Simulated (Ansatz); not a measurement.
# SiO2 (space group P4_12_12, No. 92)

```
SiO2
1.0
    5.08278     0.00000     0.00000
    0.00000     5.08278     0.00000
    0.00000     0.00000     7.09805
Si O
4 8
Cartesian
  1.49460   1.49460   0.00000
  4.03599   1.04679   5.32354
  1.04679   4.03599   1.77451
  3.58818   3.58818   3.54903
  1.22546   0.47714   1.23818
  3.76685   2.06425   4.08536
  1.31593   3.01853   0.53633
  3.85732   4.60564   4.78721
  4.60564   3.85732   2.31084
  2.06425   3.76685   3.01270
  3.01853   1.31593   6.56172
  0.47714   1.22546   5.85987
```

Level of theory: Ansatz (a program for electronic structure) PBE, no spin-orbit coupling, earlier PAW set. k-mesh 5×5×4 (Γ-centred); smearing 0.05 eV (Fermi–Dirac).

* **Volume per atom**: 15.28 Å³
* **Density**: 2.18 g/cm³
* **Band gap**: 5.52 eV, direct at Γ
* **Electron mass**: 0.54 mₑ
* **Hole mass**: 1.7 mₑ along c, 1.9 mₑ across
* **Lowest conduction-band minima above the VBM**: Γ 5.52 eV
* **Total energy**: -591.370 eV/atom (σ→0; compares only within this code and set-up)

Effective masses come from finite differences of ±0.01 Å⁻¹. No phonon test of stability was made.
